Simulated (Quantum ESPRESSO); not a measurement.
Checking a run of Quantum ESPRESSO on BaYMg14 (Amm2, 16 atoms in the cell). The aim is a self-consistent single point with DFT, PBEsol, plane waves, SSSP 1.1.2 efficiency (PBE) pseudopotentials.

Input:

```fortran
&CONTROL
 calculation = 'scf'
 prefix = 'run'
 outdir = './work'
 pseudo_dir = './'
 tprnfor = .true.
 tstress = .true.
/
&SYSTEM
 ibrav = 0
 nat = 16
 ntyp = 3
 ecutwfc = 45
 ecutrho = 360
 occupations = 'smearing'
 smearing = 'methfessel-paxton'
 degauss = 0.0073499
 input_dft = 'pbesol'
/
&ELECTRONS
 conv_thr = 1.0d-10
/
ATOMIC_SPECIES
Ba   137.3270  Y_pbe_v1.uspp.F.UPF
Y     88.9058  Ba.pbe-spn-kjpaw_psl.1.0.0.UPF
Mg    24.3050  Mg.pbe-n-kjpaw_psl.0.3.0.UPF
ATOMIC_POSITIONS {crystal}
Ba  0.5000000000    0.6665100000    0.6665100000
Y   0.5000000000    0.1603000000    0.1603000000
Mg  0.0000000000    0.1681100000    0.1681100000
Mg  0.0000000000    0.6668600000    0.6668600000
Mg  0.5000000000    0.1673000000    0.6677800000
Mg  0.5000000000    0.6677800000    0.1673000000
Mg  0.0000000000    0.1676100000    0.6643700000
Mg  0.0000000000    0.6643700000    0.1676100000
Mg  0.2342100000    0.3222200000    0.8381200000
Mg  0.7657900000    0.8381200000    0.3222200000
Mg  0.7657900000    0.3222200000    0.8381200000
Mg  0.2342100000    0.8381200000    0.3222200000
Mg  0.2491200000    0.3345500000    0.3345500000
Mg  0.7508800000    0.3345500000    0.3345500000
Mg  0.2378300000    0.8406900000    0.8406900000
Mg  0.7621700000    0.8406900000    0.8406900000
K_POINTS {automatic}
3 5 5  1 1 1
CELL_PARAMETERS {bohr}
  20.1330665427     0.0000000000     0.0000000000
   0.0000000000     6.3102490644    10.9382828299
   0.0000000000    -6.3102490644    10.9382828299
```

The program printed (abridged):

```
     file Ba.pbe-spn-kjpaw_psl.1.0.0.UPF: wavefunction(s)  5S 6S renormalized
     file Mg.pbe-n-kjpaw_psl.0.3.0.UPF: wavefunction(s)  3S renormalized

     Message from routine setup:
     using ibrav=0 with symmetry is DISCOURAGED, use correct ibrav instead
     G-vector sticks info
   [... lines left out ...]
        11        Mg     tau(  11) = (   0.7657900  -0.1616971   0.6304120  )
        12        Mg     tau(  12) = (   0.2342100   0.1616971   0.6304120  )
        13        Mg     tau(  13) = (   0.2491200   0.0000000   0.3635216  )
        14        Mg     tau(  14) = (   0.7508800   0.0000000   0.3635216  )
        15        Mg     tau(  15) = (   0.2378300   0.0000000   0.9134927  )
        16        Mg     tau(  16) = (   0.7621700   0.0000000   0.9134927  )

     number of k points=    18  Methfessel-Paxton smearing, width (Ry)=  0.0073
                       cart. coord. in units 2pi/alat
        k(    1) = (   0.1666667   0.0000000   0.1840606), wk =   0.1066667
        k(    2) = (   0.1666667  -0.3190534   0.3681212), wk =   0.2133333
        k(    3) = (   0.1666667   0.9571603  -0.3681212), wk =   0.2133333
   [... 15 lines left out ...]

     Dense  grid:   320449 G-vectors     FFT dimensions: ( 125,  80,  80)

     Smooth grid:   113273 G-vectors     FFT dimensions: (  90,  54,  54)

     Initial potential from superposition of free atoms

     starting charge      48.9656, renormalised to      49.0000

     negative rho (up, down):  4.279E-02 0.000E+00
     Self-consistent Calculation

     iteration #  1     ecut=    45.00 Ry     beta= 0.70

     negative rho (up, down):  4.061E-02 0.000E+00

     total energy              =    -974.47683960 Ry
     estimated scf accuracy    <       1.39401935 Ry

     iteration #  2     ecut=    45.00 Ry     beta= 0.70

     negative rho (up, down):  4.060E-02 0.000E+00

     total energy              =    -973.05499820 Ry
     estimated scf accuracy    <      33.97095943 Ry

     iteration #  3     ecut=    45.00 Ry     beta= 0.70

     negative rho (up, down):  4.103E-02 0.000E+00

     total energy              =    -975.47193689 Ry
     estimated scf accuracy    <       0.94467082 Ry

   [... 14 blocks of this kind left out ...]

     iteration # 18     ecut=    45.00 Ry     beta= 0.70

     negative rho (up, down):  4.263E-02 0.000E+00

     total energy              =    -975.56079378 Ry
     estimated scf accuracy    <          7.0E-10 Ry

     iteration # 19     ecut=    45.00 Ry     beta= 0.70

     negative rho (up, down):  4.263E-02 0.000E+00
     End of self-consistent calculation

     the Fermi energy is     4.3245 ev

!    total energy              =    -975.56079378 Ry
     estimated scf accuracy    <          3.1E-11 Ry
     smearing contrib. (-TS)   =      -0.00038967 Ry
     internal energy E=F+TS    =    -975.56040412 Ry

     convergence has been achieved in  19 iterations

     negative rho (up, down):  4.263E-02 0.000E+00

     Forces acting on atoms (cartesian axes, Ry/au):

     atom    1 type  1   force =     0.00000000    0.00000000   -0.00367051
     atom    2 type  2   force =     0.00000000    0.00000000    0.00150605
     atom    3 type  3   force =     0.00000000    0.00000000    0.00292826
     atom    4 type  3   force =     0.00000000    0.00000000    0.00101552
   [... lines left out ...]
     Total force =     0.038550     Total SCF correction =     0.000005
   [... lines left out ...]

     negative rho (up, down):  4.263E-02 0.000E+00
          total   stress  (Ry/bohr**3)                   (kbar)     P=       -8.69
  -0.00004458   0.00000000   0.00000000           -6.56        0.00        0.00
   0.00000000  -0.00009074   0.00000000            0.00      -13.35        0.00
   0.00000000   0.00000000  -0.00004192            0.00        0.00       -6.17

   JOB DONE.
```

Q: Is anything amiss in this input, and did it matter?

A: The run is not sound. The fault is potential files assigned to the wrong elements. Each file describes one element; swapped files give the atoms the wrong cores and charges. To fix it, match the files to the elements. The run converged in 19 iterations without an error; against the sound input the pressure moves little (-0.89 to -0.87 GPa) and the largest force goes from 0.064 to 0.356 eV/Å.

An input that runs soundly differs in these lines (not the only fix; some lines may just follow from the change or write a value another way):
```diff
-Ba   137.3270  Y_pbe_v1.uspp.F.UPF
-Y     88.9058  Ba.pbe-spn-kjpaw_psl.1.0.0.UPF
+Ba   137.3270  Ba.pbe-spn-kjpaw_psl.1.0.0.UPF
+Y     88.9058  Y_pbe_v1.uspp.F.UPF
-Ba  0.5000000000    0.6665100000    0.6665100000
-Y   0.5000000000    0.1603000000    0.1603000000
-Mg  0.0000000000    0.1681100000    0.1681100000
-Mg  0.0000000000    0.6668600000    0.6668600000
-Mg  0.5000000000    0.1673000000    0.6677800000
-Mg  0.5000000000    0.6677800000    0.1673000000
-Mg  0.0000000000    0.1676100000    0.6643700000
-Mg  0.0000000000    0.6643700000    0.1676100000
-Mg  0.2342100000    0.3222200000    0.8381200000
-Mg  0.7657900000    0.8381200000    0.3222200000
-Mg  0.7657900000    0.3222200000    0.8381200000
-Mg  0.2342100000    0.8381200000    0.3222200000
-Mg  0.2491200000    0.3345500000    0.3345500000
-Mg  0.7508800000    0.3345500000    0.3345500000
-Mg  0.2378300000    0.8406900000    0.8406900000
-Mg  0.7621700000    0.8406900000    0.8406900000
+Ba    0.5000000000    0.6665100000    0.6665100000
+Y     0.5000000000    0.1603000000    0.1603000000
+Mg    0.0000000000    0.1681100000    0.1681100000
+Mg    0.0000000000    0.6668600000    0.6668600000
+Mg    0.5000000000    0.1673000000    0.6677800000
+Mg    0.5000000000    0.6677800000    0.1673000000
+Mg    0.0000000000    0.1676100000    0.6643700000
+Mg    0.0000000000    0.6643700000    0.1676100000
+Mg    0.2342100000    0.3222200000    0.8381200000
+Mg    0.7657900000    0.8381200000    0.3222200000
+Mg    0.7657900000    0.3222200000    0.8381200000
+Mg    0.2342100000    0.8381200000    0.3222200000
+Mg    0.2491200000    0.3345500000    0.3345500000
+Mg    0.7508800000    0.3345500000    0.3345500000
+Mg    0.2378300000    0.8406900000    0.8406900000
+Mg    0.7621700000    0.8406900000    0.8406900000
```

With that input, the run converged in 19 iterations: free energy E − TS -13273.3489 eV; Fermi level (on the code's own zero) 4.32 eV; pressure -0.89 GPa; largest force (vector length) 0.064 eV/Å (DFT, PBEsol, plane waves, SSSP 1.1.2 efficiency (PBE) pseudopotentials).

On the sound input: the starting cell comes from a database of computed structures (which also holds hypothetical and non-ambient phases and stackings), without a prior relaxation at this level.
